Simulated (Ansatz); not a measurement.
# Response to strain in SnO

The reference is SnO (space group P4/nmm, No. 129; a = 3.769 Å, c = 4.557 Å; layered, stacked along the Cartesian z axis; relaxed with 0.1 eV smearing). Axes: x, y, z lie along a, b, c of the conventional cell.

Strains are applied to the cell and any free atomic positions relax.

The values are results of DFT with PBEsol-D3(BJ), PAW potentials and a 420 eV plane-wave cutoff in Ansatz (a first-principles code), scalar-relativistic without spin-orbit coupling, not measurements.

Notes on the quantities. energy relative to the base: free energy F; pressure: mean of the normal stresses, compression positive.

```csv
change,energy relative to the base,pressure,volume per atom,largest internal atomic displacement
base,0 meV/atom,0.0 GPa,16.18 Å³,–
tensor shear ε_xz = +1.33 %,+1.4 meV/atom,0.1 GPa,16.18 Å³,0.021 Å
tensor shear ε_xz = +0.33 %,+0.1 meV/atom,0.0 GPa,16.18 Å³,–
tensor shear ε_xz = +1.67 %,+2.2 meV/atom,0.1 GPa,16.18 Å³,0.026 Å
tensor shear ε_xz = +1.00 %,+0.8 meV/atom,0.0 GPa,16.18 Å³,0.016 Å
tensor shear ε_xz = +0.67 %,+0.4 meV/atom,0.0 GPa,16.18 Å³,0.010 Å
tensor shear ε_xz = +2.00 %,+3.2 meV/atom,0.1 GPa,16.17 Å³,0.031 Å
```

Whether these cells are dynamically stable was not tested. All final runs are without spin polarisation.
